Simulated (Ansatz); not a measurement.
The starting structures come from a database of crystals and need not be the phases stable at ambient conditions.

 Where the default PAW files enter, the runs use the earlier of Ansatz's two default sets.

## Evanescent states of NaBH$_{4}$ (P4_2/nmc, not sure to be the ambient phase, 12 atoms a cell, 8.6 Å³ an atom) along the normal of (111)

Calculation: r2SCAN (plane waves, PAW; Ansatz, a first-principles code).

The gap is the functional's own. No spin-orbit coupling. Mid-gap values are interpolated on the energy grid.

Energies count from the valence-band top; κ is the least over a 6×6 mesh across the current.

| E (eV) | κ (1/Å) | where |
|---|---|---|
| 0.15 | 0.166 | Γ |
| 0.47 | 0.269 | Γ |
| 0.78 | 0.330 | Γ |
| 1.08 | 0.375 | Γ |
| 1.40 | 0.410 | Γ |
| 1.71 | (withheld) | Γ |
| 2.02 | (withheld) | Γ |
| 2.33 | (withheld) | Γ |
| 2.63 | (withheld) | off Γ |
| 2.94 | (withheld) | off Γ |
| 3.25 | (withheld) | off Γ |
| 3.56 | (withheld) | off Γ |
| 3.88 | (withheld) | off Γ |
| 4.18 | (withheld) | off Γ |
| 4.50 | (withheld) | off Γ |
| 4.80 | (withheld) | off Γ |
| 5.12 | (withheld) | off Γ |
| 5.42 | 0.363 | off Γ |
| 5.74 | 0.331 | off Γ |
| 6.04 | 0.291 | off Γ |
| 6.36 | 0.232 | off Γ |
| 6.67 | 0.127 | off Γ |

Problem. Some entries are withheld; supply them.

Solution. 
- 1.71, κ (1/Å): 0.438
- 2.02, κ (1/Å): 0.461
- 2.33, κ (1/Å): 0.482
- 2.63, κ (1/Å): 0.485
- 2.94, κ (1/Å): 0.481
- 3.25, κ (1/Å): 0.475
- 3.56, κ (1/Å): 0.467
- 3.88, κ (1/Å): 0.457
- 4.18, κ (1/Å): 0.445
- 4.50, κ (1/Å): 0.429
- 4.80, κ (1/Å): 0.411
- 5.12, κ (1/Å): 0.389
